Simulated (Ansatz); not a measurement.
Consider CaF2 in the fluorite structure (space group Fm-3m, No. 225; a = 5.5110 Å).

(Cell as relaxed with PBE.)

Levels (all Ansatz, a first-principles code, PAW): PBE (420 eV, scalar-relativistic without spin-orbit coupling); r2SCAN (500 eV, spin-orbit coupling left out).

Each level relaxes its own structure.

```csv
base,PBE,r2SCAN
volume per atom,13.95 Å³,13.41 Å³
lattice parameter a,5.511 Å,5.439 Å
band gap,7.14 eV,8.03 eV
```

Perturbation: cell and atoms relaxed at a pressure of 18 GPa.

| quantity | PBE | r2SCAN |
|---|---|---|
| lattice parameter a | 5.222 Å | ___ |
| band gap | 8.15 eV | ___ |
| electron mass | 0.56 mₑ (at Γ) | ___ |
| smallest direct gap | 8.42 eV | ___ |

Task: Predict the r2SCAN column.

Result: 
- lattice parameter a, r2SCAN: 5.183 Å
- band gap, r2SCAN: 8.95 eV
- electron mass, r2SCAN: 0.57 mₑ (at Γ)
- smallest direct gap, r2SCAN: 9.19 eV

PBE's lattice parameter a lies 0.039 Å above r2SCAN's (0.8 %); PBE's band gap lies 0.806 eV below r2SCAN's; PBE's smallest direct gap lies 0.77 eV below r2SCAN's. Neither level is exact; r2SCAN is the comparison here, not a measurement.

Load acts through the strain it causes; cell and atoms are relaxed under it. Masses are band curvatures over ±0.01 Å⁻¹ around the edge. No phonon test of stability was made. Competing high-pressure phases were not computed.
